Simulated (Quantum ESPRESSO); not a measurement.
Worked example: self-consistent single point of CuPd (P4mm, 2 atoms in the cell) in Quantum ESPRESSO.

Computed with PBEsol, GBRV 1.5 ultrasoft (PBESOL) pseudopotentials (plane waves; Quantum ESPRESSO).

The change in words: lattice scaled by 0.98; degauss: 0.0073499 Ry → 0.0036749 Ry; K_POINTS: automatic 7 7 7 0 0 0 → automatic 15 15 15 0 0 0. Reference geometry:
```
CELL_PARAMETERS angstrom
      2.96552     0.00000     0.00000
      0.00000     2.96552     0.00000
      0.00000     0.00000     2.96552
ATOMIC_POSITIONS crystal
  Cu 0.00000 0.00000 0.01686
  Pd 0.50000 0.50000 0.50000
```

Reference input (self-consistent single point, DFT, PBEsol, plane waves, GBRV 1.5 ultrasoft (PBESOL) pseudopotentials): ecutwfc = 50 Ry; ecutrho = 400 Ry; occupations = smearing; smearing = gauss; degauss = 0.0073499 Ry; potentials = {Cu: cu_pbesol_v1.2.uspp.F.UPF, Pd: pd_pbesol_v1.4.uspp.F.UPF}; K_POINTS = automatic 7 7 7 0 0 0; conv_thr = 1e-10 Ry. This run's input differs from it in these lines:

```diff
@@ -17,3 +17,3 @@
    smearing = 'gauss'
-   degauss = 0.0073499
+   degauss = 0.0036749
 /
@@ -26,10 +26,10 @@
 ATOMIC_POSITIONS bohr
-Cu    0.0000000000    0.0000000000    0.0944837239
-Pd    2.8020084188    2.8020084188    2.8020084188
+Cu    0.0000000000    0.0000000000    0.0925940609
+Pd    2.7459685906    2.7459685906    2.7459685906
 K_POINTS automatic
-7 7 7  0 0 0
+15 15 15  0 0 0
 CELL_PARAMETERS angstrom
-   2.9655180000     0.0000000000     0.0000000000
-   0.0000000000     2.9655180000     0.0000000000
-   0.0000000000     0.0000000000     2.9655180000
+   2.9062080000     0.0000000000     0.0000000000
+   0.0000000000     2.9062080000     0.0000000000
+   0.0000000000     0.0000000000     2.9062080000
```

Log, with long lists cut:

```
     Self-consistent Calculation

     iteration #  1     ecut=    50.00 Ry     beta= 0.70

---- Real-time Memory Report at c_bands before calling an iterative solver
           154 MiB given to the printing process from OS
           121 MiB allocation reported by mallinfo(arena+hblkhd)
------------------

     negative rho (up, down):  7.253E-02 0.000E+00

     total energy              =    -600.09081134 Ry
     estimated scf accuracy    <       3.97346848 Ry

     iteration #  2     ecut=    50.00 Ry     beta= 0.70

---- Real-time Memory Report at c_bands before calling an iterative solver
   [... lines left out ...]
           222 MiB given to the printing process from OS
           130 MiB allocation reported by mallinfo(arena+hblkhd)
------------------

     negative rho (up, down):  7.568E-02 0.000E+00

     total energy              =    -602.16452176 Ry
     estimated scf accuracy    <       0.00000002 Ry

     iteration # 11     ecut=    50.00 Ry     beta= 0.70

---- Real-time Memory Report at c_bands before calling an iterative solver
           222 MiB given to the printing process from OS
           130 MiB allocation reported by mallinfo(arena+hblkhd)
------------------

     negative rho (up, down):  7.568E-02 0.000E+00
     End of self-consistent calculation

     the Fermi energy is    18.8897 ev

!    total energy              =    -602.16452176 Ry
     estimated scf accuracy    <          9.5E-12 Ry
     smearing contrib. (-TS)   =      -0.00012889 Ry
     internal energy E=F+TS    =    -602.16439287 Ry

     convergence has been achieved in  11 iterations

     negative rho (up, down):  7.568E-02 0.000E+00

     Forces acting on atoms (cartesian axes, Ry/au):

     atom    1 type  1   force =     0.00000000    0.00000000   -0.01783396
     atom    2 type  2   force =     0.00000000    0.00000000    0.01783396

     Total force =     0.025221     Total SCF correction =     0.000002

     negative rho (up, down):  7.568E-02 0.000E+00
          total   stress  (Ry/bohr**3)                   (kbar)     P=      125.23
   0.00085888   0.00000000   0.00000000          126.34        0.00        0.00
   0.00000000   0.00085888   0.00000000            0.00      126.34        0.00
   0.00000000   0.00000000   0.00083613            0.00        0.00      123.00

   JOB DONE.
```

The run converged in 11 iterations. Against the reference run the free energy goes up by 27.6 meV/atom, the pressure goes from -0.77 to 12.52 GPa and the largest force goes from 0.376 to 0.459 eV/Å.

The starting cell comes from a database of computed structures (which also holds hypothetical and non-ambient phases and stackings), without a prior relaxation at this level. Its lattice was rescaled by up to half a per cent. One atom was moved a little off its site on purpose. For this run, on top of that: lattice scaled by 0.98. Spin polarisation is off. With a pressure of about 13 GPa the cell is away from its equilibrium volume at this level.

Cost on one core of a shared machine: roughly 60 s.
